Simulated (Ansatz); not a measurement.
Input and output of a self-consistent single point for BeSe (F-43m, 2 atoms in the cell) (Ansatz, a quantum-chemistry and plane-wave program)

Computed with LDA (PW92), default PAW files made with PBE (plane waves; Ansatz).

Input:

Ansatz 0.2 input:
```yaml
crystal:
  lattice:
    - [0.000000, 2.557150, 2.557150]
    - [2.557150, 0.000000, 2.557150]
    - [2.557150, 2.557150, 0.000000]
  atoms:
    - { symbol: Be, position: [0.000000, 0.000000, 0.000000] }
    - { symbol: Se, position: [0.250000, 0.250000, 0.250000] }
basis:
  ecutwfc: 30.9 Ry
kpoints:
  mp_grid: { grid: [8, 8, 8] }
hamiltonian:
  xc: lda
  pseudopotentials: { kind: paw }
scf:
  occupations: { method: fermi_dirac, width: 0.0015 Ry }
output:
  forces: true
  eigenvalues: true
  stress: true
```

The program printed (abridged):

```
WARN ansatz: RAYON_NUM_THREADS=1 ignored (pool sized by the plan → 1); use --threads N
Pseudopotentials: kind: paw
Pseudopotential: Be, paw, valence charge 2
Pseudopotential: Se, paw, valence charge 16
Crystal: 2 atoms, lattice volume = 33.442 Å³
Basis set: ecut = 420.4159175005146 eV, 645 PW (Γ)
Bands: 13, of which v1, the nominal top of the filled ones, is band 9 counted from 1 (8 counted from 0)
Symmetry: 24 space group operations
Space group: F-43m (ITA 216), of the structure as read, at distance tolerance 3.2e-5 Å
k-points: 29 of 512 (time reversal used)
PAW frozen core: Be, regenerated for the run's functional, and the local potential with it
PAW frozen core: Se, regenerated for the run's functional, and the local potential with it
Initial density: superposition of atomic densities (neutral atoms: chi_scale 0, normalization atom), corrected by the library's trained network
Initial wavefunctions: pseudopotential atomic-orbital guess
Eigensolver: davidson
Functional: x = slater, c = lda
SCF iter   1: F=—  HF=-5473.134025 eV  |F-HF|=—  |Δ(HF+E_count)|=         —  Δρ=4.56e-3  dr2=3.77e-3  ethr=1.77e-3  ⟨swp⟩=6.2  Hψ=2328  notcnv=0
all-band conjugate gradients solve this SCF's bands
preconditioner: auto → none
SCF iter   2: F=—  HF=-5473.133024 eV  |F-HF|=—  |Δ(HF+E_count)|=   1.00e-3  Δρ=1.74e-3  dr2=4.59e-4  ethr=2.09e-5  ⟨swp⟩=2.2  Hψ=744  notcnv=0
SCF iter   3: F=—  HF=-5473.132947 eV  |F-HF|=—  |Δ(HF+E_count)|=   7.64e-5  Δρ=7.39e-4  dr2=8.49e-5  ethr=2.55e-6  ⟨swp⟩=2.0  Hψ=743  notcnv=0
SCF iter   4: F=—  HF=-5473.132927 eV  |F-HF|=—  |Δ(HF+E_count)|=   2.03e-5  Δρ=1.40e-4  dr2=2.85e-6  ethr=4.72e-7  ⟨swp⟩=3.0  Hψ=661  notcnv=0
iter 5 did not close the SCF: its close was put off for the readings that it lacked (scf_convergence_deferred on its scf_iter line)
SCF iter   5: F=-5473.132927 eV  HF=-5473.132927 eV  |F-HF|=8.29e-9  |Δ(HF+E_count)|=   1.84e-8  Δρ=6.79e-6  dr2=1.43e-8  ethr=1.58e-8  ⟨swp⟩=1.0  Hψ=377  notcnv=0
SCF iter   6: F=-5473.132927 eV  HF=-5473.132927 eV  |F-HF|=1.36e-10  |Δ(HF+E_count)|=   1.67e-9  Δρ=1.40e-6  dr2=3.19e-10  ethr=7.95e-11  ⟨swp⟩=1.9  Hψ=1246  notcnv=0
SCF 1 converged in 6 iterations: F = -5473.132927 eV  dr2 = 3.19e-10
SCF converged after 6 iterations
Free energy (F): -5473.132927 eV
Harris-Foulkes:  -5473.132927 eV  (|F-HF|=1.36e-10)
Internal energy: -5473.132927 eV  (E = F + TS)
E sigma→0 (E₀):  -5473.132927 eV
Fermi energy:    8.180377 eV
--- Per-component energies (eV) ---
  E_band       = -386.317704
  E_kinetic    = 140.473251
  E_local      = -2515.429732  (includes V_loc(G=0)·N_el)
  E_nonlocal   = -585.180097
  E_hartree    = 1240.405696
  E_xc         = -123.685690
  E_vxc        = -120.010157  (∫ρ·V_xc dr)
  E_paw        = -1881.543326  (= ΣΔE_a)
  E_vpaw       = 213.018543  (= ΣTr[D̂ρ^β])
  E_aug_tail   = -0.000584  (compensation charges beyond the density's cutoff)
  E_ewald      = -1750.420095
  E_core_change = 2.247649  (= ΣΔE_core)
  E_smearing   = -0.000000  (= −TS)
  E_closure    = 0.000000  (closes the sum)
  Σ components = -5473.132927   (vs F -5473.132927, Δ=0.00e0)
--- Forces (eV/Å), atoms counted from 1 ---
  atom   1  Be     0.00000000    -0.00000000     0.00000000
  atom   2  Se    -0.00000000    -0.00000000    -0.00000000
  max |Σ_I F_I| component: 3.60e-16 eV/Å
--- Stress (GPa, compression-positive) ---
       -1.557281      -0.000000       0.000000
        0.000000      -1.557281       0.000000
       -0.000000       0.000000      -1.557281
  P = ⅓ Tr σ = -1.5573 GPa (-15.573 kbar)
  The stress holds the Pulay correction. Without it, at fixed plane waves, as pw.x and ABINIT print it: P = -1.5823 GPa
--- Band table (eV; the first three rows and the last of 29) ---
  k-point 0: bands = ["-39.9201", "-39.9201", "-39.9201", "-39.9133", "-39.9133", "-6.9929", "6.9587", "6.9587", "6.9587", "11.2487", "11.9138", "11.9138", "11.9138"]
  k-point 1: bands = ["-39.9200", "-39.9200", "-39.9200", "-39.9132", "-39.9132", "-6.8367", "5.6101", "6.7407", "6.7407", "11.4501", "12.2704", "12.2704", "13.0942"]
  k-point 2: bands = ["-39.9198", "-39.9197", "-39.9197", "-39.9132", "-39.9132", "-6.4112", "3.4784", "6.3152", "6.3152", "11.3916", "12.8228", "12.8228", "15.2771"]
  k-point 28: bands = ["-39.9194", "-39.9193", "-39.9183", "-39.9134", "-39.9128", "-5.1153", "2.5232", "3.0299", "3.5532", "13.0066", "14.0183", "14.2286", "15.0861"]
```

The run converged in 6 iterations.

The starting cell has typed, rounded lattice constants, without a prior relaxation at this level. Its lattice was rescaled by up to half a per cent. Ansatz's pressure includes its estimate of the finite-basis (Pulay) stress.
